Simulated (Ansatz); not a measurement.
Defect migration in beta Ga2O3 with all lengths changed by +1 %: interstitial Li, charge state +1. These are PBE, PAW (plane waves to 420 eV; Ansatz, a program for electronic structure) values and carry that method's errors.

120-site cell at the strained lattice (strain from the relaxed PBE one, atoms relaxed), the Γ point alone, smearing 0.01 eV, spin-restricted, no finite-size correction. Energies are static. The charge state is imposed; whether it is stable for some Fermi level was not computed. Sites that were not tried may lie lower.

Barriers: single points on a 2×2×2 k-point mesh shifted by half a step at the bands' geometries.

Relaxed starting cell (atoms counted from 1):

```xyz
121
Lattice="12.5795 0.0000 0.0000 0.0000 9.3428 0.0000 -2.8106 0.0000 11.5346" Properties=species:S:1:pos:R:3 pbc="T T T"
Ga     0.0112    -0.0011     4.5934
Ga    -1.3791    -0.0012    10.3607
Ga     0.0117     3.1199     4.5934
Ga    -1.3978     3.1178    10.3376
Ga     0.0116     6.2209     4.5933
Ga    -1.3980     6.2226    10.3375
Ga     4.8698     1.5574     1.1954
Ga     3.4411     1.5797     6.9360
Ga     4.8821     4.6701     1.2057
Ga     3.4819     4.6704     6.9477
Ga     4.8699     7.7828     1.1954
Ga     3.4407     7.7613     6.9360
Ga     1.5294     1.5615     1.8039
Ga     0.1978     1.5780     7.5952
Ga     1.5261     4.6703     1.7959
Ga     0.1657     4.6704     7.5901
Ga     1.5293     7.7790     1.8038
Ga     0.1973     7.7627     7.5950
Ga     3.2924    -0.0010     3.9387
Ga     1.9380    -0.0012     9.7435
Ga     3.2964     3.1258     3.9420
Ga     1.9451     3.1241     9.7407
Ga     3.2962     6.2150     3.9419
Ga     1.9450     6.2163     9.7408
O      1.8557    -0.0011     0.6401
O      0.4479    -0.0009     6.4149
O      1.8403     3.1146     0.6228
O      0.4929     3.1248     6.4016
O      1.8402     6.2258     0.6228
O      0.4926     6.2158     6.4015
O      3.0031     1.5636     5.1250
O      1.6365     1.5602    10.9099
O      2.9971     4.6705     5.1395
O      1.6377     4.6701    10.9226
O      3.0030     7.7771     5.1249
O      1.6364     7.7801    10.9099
O      1.3841    -0.0010     3.2671
O      0.0147    -0.0010     9.0540
O      1.3804     3.1177     3.2593
O      0.0161     3.1296     9.0512
O      1.3803     6.2230     3.2592
O      0.0160     6.2110     9.0512
O      3.4669     1.5636     2.4917
O      2.0902     1.5679     8.2763
O      3.4657     4.6703     2.4905
O      2.1078     4.6704     8.2772
O      3.4669     7.7770     2.4916
O      2.0898     7.7729     8.2762
O      5.8646    -0.0013     1.4971
O      4.3885    -0.0011     7.2591
O      5.8765     3.1094     1.5089
O      4.4830     3.1081     7.2382
O      5.8766     6.2309     1.5089
O      4.4829     6.2330     7.2383
O     -0.9768     1.5600     4.2935
O     -2.3809     1.5508    10.0357
O     -0.9914     4.6703     4.2894
O     -2.4050     4.6701    10.0268
O     -0.9769     7.7807     4.2935
O     -2.3809     7.7896    10.0357
Ga     6.2004     1.5807     4.5350
Ga     4.8777     1.5600    10.3942
Ga     6.2953     4.6705     4.5722
Ga     4.9092     4.6702    10.3505
Ga     6.2004     7.7601     4.5348
Ga     4.8777     7.7804    10.3943
Ga    11.1536    -0.0011     1.1750
Ga     9.9807    -0.0008     7.0649
Ga    11.1552     3.1104     1.1748
Ga     9.7765     3.1219     6.9538
Ga    11.1551     6.2301     1.1747
Ga     9.7766     6.2191     6.9538
Ga     7.8197    -0.0012     1.8566
Ga     6.2362    -0.0009     7.7685
Ga     7.8383     3.1186     1.8180
Ga     6.4393     3.1116     7.5580
Ga     7.8384     6.2217     1.8180
Ga     6.4393     6.2291     7.5579
Ga     9.6593     1.5695     3.9464
Ga     8.2484     1.5530     9.7047
Ga     9.6318     4.6704     3.9661
Ga     8.2121     4.6702     9.7309
Ga     9.6593     7.7712     3.9465
Ga     8.2484     7.7876     9.7047
O      8.1568     1.5497     0.6648
O      6.7077     1.4904     6.3695
O      8.1647     4.6701     0.6358
O      6.7550     4.6705     6.3842
O      8.1569     7.7907     0.6648
O      6.7080     7.8499     6.3693
O      9.4122    -0.0009     5.2185
O      7.9122    -0.0010    10.8772
O      9.3177     3.1050     5.1434
O      7.8972     3.1029    10.8868
O      9.3177     6.2357     5.1434
O      7.8973     6.2377    10.8866
O      7.6807     1.5308     3.3179
O      6.2649     1.5368     9.0449
O      7.6931     4.6703     3.2765
O      6.2955     4.6701     9.0239
O      7.6810     7.8100     3.3181
O      6.2648     7.8039     9.0446
O      9.7771    -0.0011     2.5298
O      8.3985    -0.0008     8.1923
O      9.7676     3.1050     2.5041
O      8.3576     3.0862     8.2401
O      9.7676     6.2354     2.5041
O      8.3575     6.2546     8.2400
O     12.1419     1.5538     1.4816
O     10.8280     1.6077     7.2938
O     12.1369     4.6702     1.4763
O     10.7681     4.6704     7.2588
O     12.1418     7.7868     1.4817
O     10.8278     7.7335     7.2937
O      5.2495    -0.0011     4.2548
O      3.9094    -0.0012    10.0534
O      5.2633     3.1419     4.2725
O      3.9147     3.1161    10.0534
O      5.2632     6.1991     4.2724
O      3.9146     6.2243    10.0532
Li     7.7988    -0.0014     5.9887
```
Cell charge +1.

End state 1 differs by these moves (Å; atoms that move under 0.08 Å are left out):

| atom | element | Δx | Δy | Δz |
|---|---|---|---|---|
| 61 | Ga | 0.08 | -0.02 | 0.05 |
| 65 | Ga | -0.12 | 0.03 | -0.06 |
| 68 | Ga | -0.12 | 0.03 | -0.06 |
| 72 | Ga | 0.08 | -0.02 | 0.05 |
| 74 | Ga | 0.17 | 0.01 | -0.18 |
| 83 | Ga | 0.17 | 0.01 | -0.18 |
| 90 | O | -0.06 | -0.06 | -0.05 |
| 91 | O | -0.06 | -0.06 | -0.05 |
| 121 | Li | 0.46 | -1.56 | -0.44 |

Task: What is the computed forward and backward barriers to end state 1 (PBE, PAW)?

Result: forward 0.30 eV, backward 0.30 eV; at the saddle point atom 121 has neighbours O at 1.75, O at 1.76 Å. The saddle point's order was not checked.
